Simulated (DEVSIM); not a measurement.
Structure: abrupt In0.53Ga0.47As p-n junction, at 250 K.

Layer 1 from the left is In0.53Ga0.47As, thickness (μm) 4.50, Na (cm⁻³) 4.1e15, τn (s) 6.2e-9, τp (s) 6.2e-9. Layer 2 from the left is In0.53Ga0.47As, thickness (μm) 1.10, Nd (cm⁻³) 1.9e14, τn (s) 6.2e-9, τp (s) 6.2e-9.

Left contact: ohmic. Right contact: ohmic. Voltage is applied to the left contact. Recombination: SRH at mid-gap, Auger. Mobility is constant in doping.

This is a model device: material constants are rounded textbook-type values typed into the input, and sizes, dopings and lifetimes were drawn at random. Values at 300 K; Nc and Nv go as T^1.5, mobilities as T to minus their exponent, the gap by Varshni's rule with the affinity fixed.

In0.53Ga0.47As: gap (eV) 0.74, affinity (eV) 4.51, permittivity 13.9, Nc (cm⁻³) 2.1e17, Nv (cm⁻³) 7.7e18, μn (cm²/Vs) 12000, μp (cm²/Vs) 300, T exponent of μn 1.6, T exponent of μp 1.6, Cn (cm⁶/s) 5e-29, Cp (cm⁶/s) 5e-29, Varshni α (eV/K) 0.00035, Varshni β (K) 190.

Model (solved in DEVSIM): 1D drift-diffusion, Boltzmann statistics, complete ionisation; no tunnelling, impact ionisation, image-force lowering or self-heating.

### Question
What does the simulation give for the largest field in the device at zero bias, the dark forward voltage at 1 A/cm², the potential step across the device at zero bias, the dark forward voltage at 100 A/cm²?

### Answer
largest field in the device at zero bias 5300 V/cm; dark forward voltage at 1 A/cm² 0.351 V; potential step across the device at zero bias 0.453 V; dark forward voltage at 100 A/cm² 0.511 V.
